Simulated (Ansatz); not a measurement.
Input and output of a self-consistent single point for KScTe₂ (P1, 8 atoms in the cell) (Ansatz, a first-principles code).

Method of the run: LDA (PW92), default PAW files made with PBE (plane waves; Ansatz).

```yaml
crystal:
  lattice:
    - [-3.46249, 3.46249, 6.82350]
    - [3.46249, -3.46249, 6.82350]
    - [3.46249, 3.46249, -6.82350]
  atoms:
    - { symbol: K, position: [0.74429, 0.23552, 0.48780] }
    - { symbol: K, position: [0.99238, 0.98470, 0.97732] }
    - { symbol: Sc, position: [0.26733, 0.76314, 0.53825] }
    - { symbol: Sc, position: [0.51414, 0.50479, 0.01322] }
    - { symbol: Te, position: [0.12458, 0.11674, 0.48922] }
    - { symbol: Te, position: [0.59824, 0.61785, 0.47863] }
    - { symbol: Te, position: [0.38790, 0.88856, 0.01561] }
    - { symbol: Te, position: [0.87112, 0.38870, 0.99996] }
```

Reference input (self-consistent single point, DFT, PBEsol, plane waves, default PAW files made with PBE): kpoints.mp_grid.grid = 3 3 4; hamiltonian.xc = pbesol; hamiltonian.pseudopotentials = {kind: paw} (the program's default PAW files); scf.occupations.method = methfessel_paxton; scf.occupations.width = 0.05 eV. This run's input differs from it in these lines:

Ansatz 0.2 input:
```diff
@@ -18,3 +18,3 @@
 hamiltonian:
-  xc: pbesol
+  xc: lda
   pseudopotentials:
```

Output (repeated stretches shortened):

```
SCF iter   1: F=—  HF=-34484.891656 eV  |F-HF|=—  |Δ(HF+E_count)|=         —  Δρ=4.40e-3  dr2=4.90e-2  ethr=1.77e-3  ⟨swp⟩=7.6  Hψ=4893  notcnv=0
all-band conjugate gradients solve this SCF's bands
preconditioner: auto → Resta (q_TF=auto, 2.254 Å⁻¹)
SCF iter   2: F=—  HF=-34484.880399 eV  |F-HF|=—  |Δ(HF+E_count)|=   1.13e-2  S|Δr|=    0.00e0  Δρ=2.53e-3  dr2=1.35e-2  ethr=4.71e-5  ⟨swp⟩=1.7  Hψ=1451  notcnv=0  defer=36
   [... lines left out ...]
SCF iter   7: F=—  HF=-34484.878741 eV  |F-HF|=—  |Δ(HF+E_count)|=   6.46e-6  S|Δr|=    0.00e0  Δρ=2.16e-5  dr2=2.92e-6  ethr=4.84e-8  ⟨swp⟩=2.0  Hψ=1444  notcnv=0  defer=84
SCF iter   8: F=—  HF=-34484.878742 eV  |F-HF|=—  |Δ(HF+E_count)|=   8.52e-7  S|Δr|=    0.00e0  Δρ=6.37e-6  dr2=2.39e-7  ethr=2.81e-9  ⟨swp⟩=2.0  Hψ=1778  notcnv=0  defer=84
SCF iter   9: F=-34484.878742 eV  HF=-34484.878742 eV  |F-HF|=2.13e-9  |Δ(HF+E_count)|=   1.95e-7  S|Δr|=    0.00e0  Δρ=1.93e-6  dr2=1.89e-8  ethr=9.62e-11  ⟨swp⟩=11.3  Hψ=4948  notcnv=0
SCF 1 converged in 9 iterations: F = -34484.878742 eV  dr2 = 1.89e-8
Stability not checked (fill_not_monotonic)
Free energy (F): -34484.878742 eV
Internal energy: -34484.878742 eV  (E = F + TS)
E sigma→0 (E₀):  -34484.878742 eV
Fermi energy:    4.344328 eV
--- Forces (eV/Å), atoms counted from 1 ---
  atom   1  K      0.60335989     0.50389970     0.80839459
  atom   2  K      0.15032882    -0.21015241     0.07346362
  atom   3  Sc    -0.27203074    -0.74607411     0.30530638
  atom   4  Sc    -0.15981566    -0.38630386    -0.13405122
  atom   5  Te     0.17072818     2.41923027     0.04341031
   [... lines left out ...]
  atom   8  Te     2.18444346     0.43381285    -0.37114550
--- Stress (GPa, compression-positive) ---
       -0.811338       0.687859      -0.200670
        0.687859      -0.573292       0.796903
       -0.200670       0.796903      -1.247205
  P = ⅓ Tr σ = -0.8773 GPa (-8.773 kbar)
  The stress holds the Pulay correction. Without it, at fixed plane waves, as pw.x and ABINIT print it: P = -0.8926 GPa
```

The run converged in 9 iterations. Against the reference run the pressure goes from 0.25 to -0.88 GPa, the largest force goes from 2.726 to 2.704 eV/Å and the gap on the mesh goes from 1.641 to 1.594 eV.

The starting cell was generated: these elements placed on a structure prototype, without a prior relaxation; it need not be a known phase or ordering of this composition. Its atoms were displaced at random from the sites of space group no. 122. Spin-orbit coupling is off. Forces in this geometry exceed 1 eV/Å. Ansatz's pressure includes its estimate of the finite-basis (Pulay) stress.

Cost on one core of a shared machine: roughly 30 s.
